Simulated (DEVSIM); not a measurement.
Structure: Au/SiO2/n-Si capacitor, at 300 K.

| layer (left to right) | material | thickness (nm) | Nd (cm⁻³) |
|---|---|---|---|
| 1 | SiO2 | 2.70 | - |
| 2 | Si | 5700 | 1e16 |

Metal gate on the left, work function 5.1 eV. Fixed charge at the semiconductor interface -1.2e11 cm⁻² (in units of +e); no interface traps.

This is a model device: material constants are rounded textbook-type values typed into the input, and sizes, dopings and lifetimes were drawn at random. Values at 300 K; Nc and Nv go as T^1.5, mobilities as T to minus their exponent, the gap by Varshni's rule with the affinity fixed.

| parameter | SiO2 | Si |
|---|---|---|
| gap (eV) | 9 | 1.124 |
| affinity (eV) | 0.9 | 4.05 |
| permittivity | 3.9 | 11.7 |
| Nc (cm⁻³) | - | 2.86e19 |
| Nv (cm⁻³) | - | 3.1e19 |
| Varshni α (eV/K) | - | 0.000473 |
| Varshni β (K) | - | 636 |

Simulated with DEVSIM: 1D Poisson equation in equilibrium, Boltzmann statistics, complete ionisation; no quantum confinement or tunnelling. Metal contacts follow the ideal Schottky-Mott rule: no Fermi-level pinning, no interface dipoles.

Base results: capacitance of the dielectric stack (μF/cm²) 1.28; flat-band voltage (V) 0.86; threshold voltage (band bending 2φF) (V) 0.11; minimum of the low-frequency capacitance (μF/cm²) 0.0374.

What follows from this one change: substrate doping 1e+16 → 2e+15 cm^-3?

capacitance of the dielectric stack little changed (1.28 μF/cm²); flat-band voltage 0.86 → 0.82 V; threshold voltage (band bending 2φF) 0.11 → 0.17 V; minimum of the low-frequency capacitance 0.0374 → 0.0185 μF/cm².

What follows from this one change: fixed charge -1.2e+11 → 1.29e+12 cm^-2?

capacitance of the dielectric stack little changed (1.28 μF/cm²); flat-band voltage 0.86 → 0.68 V; threshold voltage (band bending 2φF) 0.11 → -0.06 V; minimum of the low-frequency capacitance 0.0374 → 0.0384 μF/cm².

What follows from this one change: interface trap density 0 → 2e+12 cm^-2 eV^-1?

capacitance of the dielectric stack little changed (1.28 μF/cm²); flat-band voltage 0.86 → 1.00 V; threshold voltage (band bending 2φF) 0.11 → 0.08 V; minimum of the low-frequency capacitance 0.0374 → 0.280 μF/cm².

What follows from this one change: SiO2 thickness 0.0027 → 0.0032 μm?

capacitance of the dielectric stack 1.28 → 1.08 μF/cm²; flat-band voltage little changed (0.86 V); threshold voltage (band bending 2φF) little changed (0.11 V); minimum of the low-frequency capacitance little changed (0.0372 μF/cm²).

What follows from this one change: gate work function 5.1 → 5.25 eV?

capacitance of the dielectric stack little changed (1.28 μF/cm²); flat-band voltage 0.86 → 1.01 V; threshold voltage (band bending 2φF) 0.11 → 0.26 V; minimum of the low-frequency capacitance little changed (0.0379 μF/cm²).
